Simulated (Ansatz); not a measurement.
Start from Be5Pt (space group F-43m, No. 216; a = 5.940 Å; a cell from a computed database, its experimental status unchecked).

Perturbation: every lattice vector is shortened by 3.15 %; the atoms relax in the strained cell.

Levels (all Ansatz, an electronic-structure program, PAW): PBEsol (420 eV, no spin-orbit coupling); r2SCAN (500 eV, no spin-orbit coupling); HSE06 (420 eV, without spin-orbit coupling).

One geometry, relaxed with PBEsol, under each level:

```tsv
level	band gap	lowest conduction level above the VBM at special points	pressure
PBEsol	0.21 eV	W 0.21 eV; X 0.37 eV; U 0.80 eV; K 0.80 eV	20.16 GPa
r2SCAN	0.22 eV	W 0.22 eV; X 0.36 eV; U 0.84 eV; K 0.84 eV	22.75 GPa
HSE06	[?]	[?]	–
```

Q: Give the withheld HSE06 results.

A: 
- HSE06, band gap: 0.49 eV
- HSE06, lowest conduction level above the VBM at special points: W 0.49 eV; X 0.61 eV; U 1.13 eV; Γ 3.60 eV

Single points use the geometry relaxed with PBEsol. Their cutoffs differ, which shifts pressures a little. The hybrid gap comes from the SCF mesh plus the semilocal run's edge points and a few special points and is an upper bound. Spin-orbit coupling, missing from the scalar runs, can matter with Pt. No phonon test of stability was made.
